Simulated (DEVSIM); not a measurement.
Device: abrupt Si n-p junction, at 400 K.

Layer 1 from the left is Si, thickness (μm) 0.600, Nd (cm⁻³) 3.6e18, τn (s) 0.00029, τp (s) 0.00029. Layer 2 from the left is Si, thickness (μm) 210, Na (cm⁻³) 5e14, τn (s) 0.00029, τp (s) 0.00029.

Left contact: ohmic. Right contact: ohmic. Voltage is applied to the left contact. Recombination: SRH at mid-gap. Mobility is μmin + (μ − μmin)/(1 + (N/Nref)^α).

This is a model device: material constants are rounded textbook-type values typed into the input, and sizes, dopings and lifetimes were drawn at random. Values at 300 K; Nc and Nv go as T^1.5, mobilities as T to minus their exponent, the gap by Varshni's rule with the affinity fixed.

Si: gap (eV) 1.124, affinity (eV) 4.05, permittivity 11.7, Nc (cm⁻³) 2.86e19, Nv (cm⁻³) 3.1e19, μn (cm²/Vs) 1417, μp (cm²/Vs) 470, μn,min 52, μp,min 45, Nref,n 9.7e16, Nref,p 2.2e17, αn 0.68, αp 0.72, T exponent of μn 2.3, T exponent of μp 2.2, Varshni α (eV/K) 0.000473, Varshni β (K) 636.

**Question.** Estimate by hand the built-in potential, the peak field at zero bias, and compare with a numerical solution.

**Answer.** 
- Built-in potential: ni = √(Nc Nv) exp(−Eg/2kT) = 5.68e12 cm⁻³ with Eg = 1.096 eV; Vbi = kT/q ln(Na Nd/ni²) = 0.615 V; numerical 0.615 V.
- Peak field at zero bias: depletion approximation: W = √(2εVbi/(qN)) = 1.26 μm with N = 5.00e14 cm⁻³; field = 2Vbi/W = 9750 V/cm; numerical 120000 V/cm (estimate below by 92 %).

Simulated with DEVSIM: 1D drift-diffusion, Boltzmann statistics, complete ionisation; no tunnelling, impact ionisation, image-force lowering or self-heating.
